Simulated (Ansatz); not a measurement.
This Ansatz (an electronic-structure program) input is the reference run, Ge in the diamond structure (space group Fd-3m, No. 227), computed with PBEsol, PAW, 420 eV (Ansatz; no spin-orbit coupling):

Ansatz 0.2 input:
```yaml
crystal:
  lattice:
    - [0, 2.8380776302, 2.8380776302]
    - [2.8380776302, 0, 2.8380776302]
    - [2.8380776302, 2.8380776302, 0]
  atoms:
    - { symbol: Ge, position: [0.5, 0.5, 0.5] }
    - { symbol: Ge, position: [0.75, 0.75, 0.75] }
basis: { ecutwfc: 420, ecutrho_ratio: 4, xc_grid: 2, fft_grid_basis: typed }
kpoints: { mp_grid: { grid: [14, 14, 14] } }
hamiltonian:
  xc: pbesol
  dispersion: none
  pseudopotentials: { kind: paw }
scf: { occupations: { method: fermi_dirac, width: 0.05 }, convergence: { dr2_threshold: 0.0000000002 } }
output: { forces: true, stress: true }
```

Task: Write the input for this change: uniaxial stress, 2 GPa compression along z; all other stress components relax to zero.

Result: 
Ansatz 0.2 input:
```yaml
crystal:
  lattice:
    - [0, 2.8380776302, 2.8380776302]
    - [2.8380776302, 0, 2.8380776302]
    - [2.8380776302, 2.8380776302, 0]
  atoms:
    - { symbol: Ge, position: [0.5, 0.5, 0.5] }
    - { symbol: Ge, position: [0.75, 0.75, 0.75] }
basis: { ecutwfc: 420, ecutrho_ratio: 4, xc_grid: 2, fft_grid_basis: typed }
kpoints: { mp_grid: { grid: [14, 14, 14] } }
hamiltonian:
  xc: pbesol
  dispersion: none
  pseudopotentials: { kind: paw }
scf: { occupations: { method: fermi_dirac, width: 0.05 } }
relax: { f_tol: 0.005, max_steps: 50, cell: { stress_tol: 0.01, sigma_target: [0, 0, 2, 0, 0, 0] } }
output: { forces: true, stress: true }
checkpoint: { write: state.ck, write_every: 1000 }
```
This is the input that was run.

Load acts through the strain it causes; cell and atoms are relaxed under it. sigma_target is in GPa, compression positive, in the order xx, yy, zz, yz, xz, xy. Stability under load was not tested beyond the relaxation.
